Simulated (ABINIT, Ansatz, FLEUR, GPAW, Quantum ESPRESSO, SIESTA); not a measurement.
# Code comparison for CaMg7 (P-6m2, 8 atoms in the cell)

Self-consistent single point.

```yaml
crystal:
  lattice:
    - [6.78999, 0.00000, 0.00000]
    - [-3.39500, 5.88030, 0.00000]
    - [0.00000, 0.00000, 5.37007]
  atoms:
    - { symbol: Ca, position: [0.00000, 0.00000, 0.50000] }
    - { symbol: Mg, position: [0.00463, 0.50231, 0.50000] }
    - { symbol: Mg, position: [0.49768, 0.99537, 0.50000] }
    - { symbol: Mg, position: [0.49768, 0.50231, 0.50000] }
    - { symbol: Mg, position: [0.17020, 0.34040, 0.00000] }
    - { symbol: Mg, position: [0.17020, 0.82980, 0.00000] }
    - { symbol: Mg, position: [0.65960, 0.82980, 0.00000] }
    - { symbol: Mg, position: [0.66667, 0.33333, 0.00000] }
```

All programs got the same cell, k-point mesh and kind of occupations (in Ansatz's words: kpoints.mp_grid.grid = 4 4 5; scf.occupations.method = fermi_dirac; scf.occupations.width = 0.1 eV); potentials, basis and cutoffs are each program's usual ones.

| code | model | pressure (GPa) | largest force (eV/Å) | k-points | cutoff |
|---|---|---|---|---|---|
| Quantum ESPRESSO | PBEsol, GBRV 1.5 ultrasoft (PBESOL) pseudopotentials | -2.43 | 0.098 | 12 | 40 Ry |
| FLEUR | PBEsol, all-electron FLAPW (FLEUR), scalar-relativistic valence | – | 0.099 | 21 | Kmax 3.8 1/bohr |
| Ansatz | PBEsol, PAW files made with PBE | -2.44 | 0.098 | 12 | 420 eV |
| ABINIT | PBEsol, norm-conserving pseudopotentials (PseudoDojo nc-sr-04 PBEsol standard) | -2.43 | 0.096 | 12 | 1143 eV |
| GPAW | PBEsol, GPAW PAW datasets PBEsol (made by gpaw-setup) | -2.42 | 0.103 | 12 | 850 eV |
| SIESTA | GGA PBEsol, numerical atomic orbitals DZP, PseudoDojo PBEsol standard norm-conserving potentials (rewritten from UPF to PSML) | -1.46 | 0.314 | 44 | grid 350 Ry |

Size of the force on each atom (eV/Å): Sizes of forces hide their directions.

| code | Ca1 | Mg2 | Mg3 | Mg4 | Mg5 | Mg6 | Mg7 | Mg8 |
|---|---|---|---|---|---|---|---|---|
| Quantum ESPRESSO | 0.000 | 0.027 | 0.027 | 0.027 | 0.098 | 0.098 | 0.098 | 0.000 |
| FLEUR | 0.000 | 0.026 | 0.026 | 0.026 | 0.099 | 0.099 | 0.099 | 0.000 |
| Ansatz | 0.000 | 0.027 | 0.027 | 0.027 | 0.098 | 0.098 | 0.098 | 0.000 |
| ABINIT | 0.000 | 0.022 | 0.022 | 0.022 | 0.096 | 0.096 | 0.096 | 0.000 |
| GPAW | 0.000 | 0.026 | 0.026 | 0.026 | 0.103 | 0.103 | 0.103 | 0.000 |
| SIESTA | 0.000 | 0.053 | 0.053 | 0.053 | 0.314 | 0.314 | 0.314 | 0.000 |

A dash marks a value that a program does not give, or that is left out as unsure.

The spread over the programs that give each value: pressure within 0.98 GPa; largest force within 0.218 eV/Å.

The starting cell comes from a database of computed structures (which also holds hypothetical and non-ambient phases and stackings), without a prior relaxation at this level. Its lattice was rescaled by a random factor within 2.5 % of one.

### Question
Why do the programs differ, and what cannot be compared?

### Answer
Differences of this kind can come from the potentials, where these differ, and from what each basis and cutoff leave unconverged. The zero of total energies and Fermi levels follows the potentials and each program's conventions, so they are not compared here. SIESTA uses small atom-centred bases, whose incompleteness enters pressures, forces and empty levels differently from a plane-wave cutoff. FLEUR treats all electrons, but the usual bases taken here (sphere radii, linearisation, local orbitals, empty states) were not tested for convergence, so the values are no reference for the others. Ansatz's pressure is given at a fixed set of plane waves, as the other plane-wave codes print theirs. The programs reduce the same mesh by symmetry to different extents, which changes the work and not the result. In the force vectors, SIESTA (by 0.216) lies more than 0.08 eV/Å from the median of the plane-wave programs.

Left out of this page: CP2K (unsound by tests on forces, stress, charge or solver warnings); Elk (not drawn, or without a comparable value).

Ansatz is an electronic-structure program.

Keys are those of Ansatz 0.2.
